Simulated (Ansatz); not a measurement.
# Hypothetical Pm-3n AlN, pressure series

The reference is AlN (space group Pm-3n, No. 223; a hypothetical phase, not in the database extracts checked).

AlN is taken in the cubic space group Pm-3n (No. 223), Pearson symbol cP12. Conventional cell: a = b = c = 5.372 Å, α = β = γ = 90.00°. Al on 6c is coordinated by 4 N at 1.899 Å. N on 6d has 4 Al at 1.899 Å. (Neighbours: up to the widest gap in distance over summed covalent radii, below 1.35, at either atom; cation-cation and far metal-metal contacts left out.)

Cell and atoms are relaxed at each pressure.

Method: plane-wave PAW DFT at the PBE level (Ansatz, a first-principles code, 420 eV), no spin-orbit coupling.

```json
[
 {"pressure (GPa)": "-2", "band gap (eV)": "2.60"},
 {"pressure (GPa)": "-1", "band gap (eV)": "2.62"},
 {"pressure (GPa)": "0", "band gap (eV)": "2.64"},
 {"pressure (GPa)": "0.3", "band gap (eV)": "2.64"},
 {"pressure (GPa)": "0.7", "band gap (eV)": "2.65"},
 {"pressure (GPa)": "3", "band gap (eV)": "2.68"},
 {"pressure (GPa)": "5", "band gap (eV)": "?"},
 {"pressure (GPa)": "7.5", "band gap (eV)": "2.74"},
 {"pressure (GPa)": "10", "band gap (eV)": "2.76"}
]
```

Q: Fit E_g = E₀ + αP + βP² to the rows shown and predict the withheld row.

A: Least squares on the printed values gives E₀ = 2.64 eV, α = 16.8 meV/GPa, β = -0.44 meV/GPa² (largest residual 0.00 eV); this predicts 2.71 eV, and the run gives 2.71 eV, in agreement.

Load acts through the strain it causes; cell and atoms are relaxed under it. No phonon test of stability was made. No other phases were tried under pressure.
